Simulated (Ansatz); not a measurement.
# GaAs: pressure series

Start from GaAs in the zinc blende structure (space group F-43m, No. 216).

```cif
data_As4Ga4
_chemical_formula_sum 'Ga4 As4'
_space_group_name_H-M_alt 'F-43m'
_space_group_IT_number 216
_space_group_name_Hall 'F -4 2 3'
_cell_length_a 5.66669
_cell_length_b 5.66669
_cell_length_c 5.66669
_cell_angle_alpha 90.000
_cell_angle_beta 90.000
_cell_angle_gamma 90.000
loop_
_atom_site_label
_atom_site_type_symbol
_atom_site_symmetry_multiplicity
_atom_site_Wyckoff_symbol
_atom_site_fract_x
_atom_site_fract_y
_atom_site_fract_z
_atom_site_occupancy
Ga1 Ga 4 a 0.00000 0.00000 0.00000 1
As1 As 4 d 0.75000 0.75000 0.75000 1
```
(The calculation used a cell of 2 atoms; values per cell refer to that cell.)

Cell and atoms are relaxed at each pressure.

Method: plane-wave PAW DFT at the r2SCAN level (Ansatz, a program for electronic structure, 500 eV), no SOC.

Computed cases, in order: pressure −2 GPa; pressure −1 GPa; 0 GPa (base); pressure 0.9 GPa; pressure 2.1 GPa; pressure 4.5 GPa; pressure 9 GPa; pressure 15 GPa; pressure 22.5 GPa; pressure 30 GPa.

Question: Between which two neighbouring cases does the gap turn between direct and indirect?

Answer: Between pressure 4.5 GPa (1.41 eV, direct at Γ) and pressure 9 GPa (1.56 eV, indirect, Γ → Γ–X (87 % along)). The whole series: pressure −2 GPa: 0.73 eV, direct at Γ; pressure −1 GPa: 0.85 eV, direct at Γ; 0 GPa (base): 0.96 eV, direct at Γ; pressure 0.9 GPa: 1.06 eV, direct at Γ; pressure 2.1 GPa: 1.18 eV, direct at Γ; pressure 4.5 GPa: 1.41 eV, direct at Γ; pressure 9 GPa: 1.56 eV, indirect, Γ → Γ–X (87 % along); pressure 15 GPa: 1.46 eV, indirect, Γ → Γ–X (87 % along); pressure 22.5 GPa: 1.34 eV, indirect, Γ → Γ–X (93 % along); pressure 30 GPa: 1.23 eV, indirect, Γ → X.

Load acts through the strain it causes; cell and atoms are relaxed under it. Stability against distortions was not tested. Measured, GaAs leaves this structure (for a Cmcm phase) near 15 GPa (room temperature; as listed in arXiv:1906.07825).
